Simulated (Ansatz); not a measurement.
Electronic density of states of amorphous Ta₁₈O₄₀, density 7.45 g/cm³, on a 2×2×2 Γ-centred mesh with a Gaussian width of 0.1 eV; energies count from the Fermi level. Cell and mesh are small, so fine structure isn't converged. The numbers are results of PBE, scalar-relativistic without spin-orbit coupling (plane waves to 420 eV, PAW; Ansatz, a quantum-chemistry and plane-wave program), not measurements. Sampling: a 2×2×2 Γ-centred mesh; Fermi-Dirac width 0.02 eV; no spin polarisation. The usual formal charges leave 10 electrons over, so the level spacing at the Fermi energy parts defect or band states and needn't be the band gap. The spare electrons fill defect levels or the bottom of the conduction band, and the levels at the Fermi energy are partly filled.

It comes from a melt-quench run on a machine-learned potential (CHGNet), relaxed afterwards by DFT. O atoms were pushed apart under 1.9 Å during the dynamics, to hinder bonds among them. The hot cell started wider than the set density and was brought back towards it in steps. It is the lowest in DFT energy of 2 quenches. It is a model cell: composition and starting density were chosen by hand, and all elements were melted together. No dispersion term was used. Its density started from a set value of 7.41 and ended at 7.45 g/cm³. The simulated quench (nominally 57 K/ps over its main leg) is rapid and tends to freeze in more defects than a deposited or slowly cooled glass has. One small periodic cell is one sample of the glass; other quenches scatter about these values. Volume and shape were free in the relaxation. Stress components on the final sampling reach 1.2 GPa. On a 2×2×2 Γ-centred mesh force components of up to 0.32 eV/Å stay, since the relaxation ran on the zone centre alone. Cycles of charging lowered its energy after that relaxation.

(E - EF (eV), states/(eV atom)): (-12.00, 0.00); (-11.90, 0.00); (-11.80, 0.00); (-11.70, 0.00); (-11.60, 0.00); (-11.50, 0.00); (-11.40, 0.00); (-11.30, 0.00); (-11.20, 0.00); (-11.10, 0.00); (-11.00, 0.00); (-10.90, 0.00); (-10.80, 0.00); (-10.70, 0.00); (-10.60, 0.00); (-10.50, 0.00); (-10.40, 0.00); (-10.30, 0.00); (-10.20, 0.00); (-10.10, 0.00); (-10.00, 0.00); (-9.90, 0.00); (-9.80, 0.00); (-9.70, 0.00); (-9.60, 0.00); (-9.50, 0.00); (-9.40, 0.02); (-9.30, 0.10); (-9.20, 0.14); (-9.10, 0.07); (-9.00, 0.03); (-8.90, 0.14); (-8.80, 0.28); (-8.70, 0.39); (-8.60, 0.47); (-8.50, 0.58); (-8.40, 0.69); (-8.30, 0.84); (-8.20, 0.84); (-8.10, 0.84); (-8.00, 0.87); (-7.90, 0.79); (-7.80, 0.79); (-7.70, 0.86); (-7.60, 0.92); (-7.50, 0.93); (-7.40, 0.88); (-7.30, 0.87); (-7.20, 0.85); (-7.10, 0.85); (-7.00, 0.83); (-6.90, 0.80); (-6.80, 0.78); (-6.70, 0.77); (-6.60, 0.73); (-6.50, 0.71); (-6.40, 0.75); (-6.30, 0.77); (-6.20, 0.83); (-6.10, 0.81); (-6.00, 0.72); (-5.90, 0.78); (-5.80, 0.83); (-5.70, 0.82); (-5.60, 0.78); (-5.50, 0.78); (-5.40, 0.82); (-5.30, 0.87); (-5.20, 0.87); (-5.10, 0.93); (-5.00, 0.93); (-4.90, 0.96); (-4.80, 1.00); (-4.70, 1.04); (-4.60, 0.98); (-4.50, 0.89); (-4.40, 0.92); (-4.30, 0.94); (-4.20, 0.95); (-4.10, 0.97); (-4.00, 0.82); (-3.90, 0.60); (-3.80, 0.30); (-3.70, 0.07); (-3.60, 0.00); (-3.50, 0.00); (-3.40, 0.00); (-3.30, 0.00); (-3.20, 0.00); (-3.10, 0.00); (-3.00, 0.00); (-2.90, 0.00); (-2.80, 0.00); (-2.70, 0.00); (-2.60, 0.00); (-2.50, 0.00); (-2.40, 0.00); (-2.30, 0.00); (-2.20, 0.00); (-2.10, 0.00); (-2.00, 0.00); (-1.90, 0.00); (-1.80, 0.02); (-1.70, 0.11); (-1.60, 0.15); (-1.50, 0.05); (-1.40, 0.01); (-1.30, 0.09); (-1.20, 0.18); (-1.10, 0.11); (-1.00, 0.15); (-0.90, 0.17); (-0.80, 0.18); (-0.70, 0.13); (-0.60, 0.03); (-0.50, 0.00); (-0.40, 0.01); (-0.30, 0.05); (-0.20, 0.07); (-0.10, 0.13); (0.00, 0.31); (0.10, 0.39); (0.20, 0.42); (0.30, 0.53); (0.40, 0.52); (0.50, 0.48); (0.60, 0.59); (0.70, 0.58); (0.80, 0.51); (0.90, 0.54); (1.00, 0.59); (1.10, 0.55); (1.20, 0.62); (1.30, 0.73); (1.40, 0.73); (1.50, 0.69); (1.60, 0.67); (1.70, 0.66); (1.80, 0.59); (1.90, 0.54); (2.00, 0.61)
